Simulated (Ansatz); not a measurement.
A computed series for CdS: pressure series

Start from CdS in the zinc blende structure (space group F-43m, No. 216; a = 5.757 Å).

Cell and atoms are relaxed at each pressure.

Method: plane-wave PAW DFT at the LDA level (Ansatz, a first-principles code, 420 eV), spin-orbit coupling left out.

```json
[
 {"P (GPa)": "-2.00", "V (Å³/atom)": "24.610"},
 {"P (GPa)": "-1.00", "V (Å³/atom)": "24.211"},
 {"P (GPa)": "0.89", "V (Å³/atom)": "23.546"},
 {"P (GPa)": "2.11", "V (Å³/atom)": "23.164"},
 {"P (GPa)": "4.49", "V (Å³/atom)": "22.506"},
 {"P (GPa)": "9.00", "V (Å³/atom)": "21.487"},
 {"P (GPa)": "15.00", "V (Å³/atom)": "20.430"},
 {"P (GPa)": "22.50", "V (Å³/atom)": "19.404"},
 {"P (GPa)": "30.00", "V (Å³/atom)": "18.588"}
]
```

A third-order Birch–Murnaghan fit to these points gives V₀ = 23.85 Å³/atom, B₀ = 68 GPa and B₀′ = 4.5. At pressure 30 GPa the volume is 77.9 % of V₀.

Between the base and pressure 4.5 GPa the gap moves from 0.95 eV to 1.06 eV, a mean slope of 26 meV/GPa.

Load acts through the strain it causes; cell and atoms are relaxed under it. Whether these cells are dynamically stable was not tested. Tetrahedral semiconductors of this kind turn to denser phases somewhere between about 1 and 50 GPa; those were not computed, so compressed cells here can lie past the real transition.
